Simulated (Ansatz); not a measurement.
For YN (rock salt, Fm-3m) at 950 K, quasi-harmonic approximation with Ansatz (a first-principles code), PBEsol functional, plane-wave PAW gives a volume expansion coefficient α_V = 15.40 × 10⁻⁶ K⁻¹, an isothermal bulk modulus B_T = 269.0 GPa, a molar volume V_m = 15.324 cm³/mol and C_V = 48.84 J/(mol K). The cell was generated from a structure type, relaxed within its symmetry, and need not be the phase found at ambient conditions. The pressure is 30 GPa. The structure is held there; whether it is the stable one at that pressure was not tested.

**Question.** Work out the Grüneisen parameter, C_P and the adiabatic bulk modulus.

**Answer.** γ = α_V B_T V_m / C_V = 1.30. C_P − C_V = α_V² B_T V_m T = 0.93 J/(mol K), so C_P = 49.77 J/(mol K). B_S = B_T C_P/C_V = B_T (1 + α_V γ T) = 274.1 GPa.
